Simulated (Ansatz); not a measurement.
## Sc (P6₂22, No. 180; start mp-601273; another form than the element's usual one): properties by level of theory

| level (code) | equilibrium lattice constant a (Å) | lattice parameter c (Å) | bulk modulus (GPa) | cohesive energy (eV/atom) |
|---|---|---|---|---|
| LDA (Ansatz) | 3.145 | 7.862 | 56.4 | 4.77 |
| PBEsol (Ansatz) | 3.196 | 8.035 | 52.6 | 4.41 |
| r²SCAN (Ansatz) | 3.262 | 8.144 | 52.1 | 3.85 |

Caveats: the bulk modulus is −V dP/dV from two relaxed cells at ±2 % in volume (LDA, PBEsol, r²SCAN); the relaxation could not lower the start's symmetry, so the cell can be a saddle point above a distorted one (LDA, PBEsol, r²SCAN). Ansatz's density-functional and Hartree–Fock values are scalar-relativistic unless marked +SOC, with PAW data made under PBE.

Computed values are for the static lattice.

A start named mp-… is a Materials Project structure, which can be a computed phase never made.

Ansatz is a first-principles code.
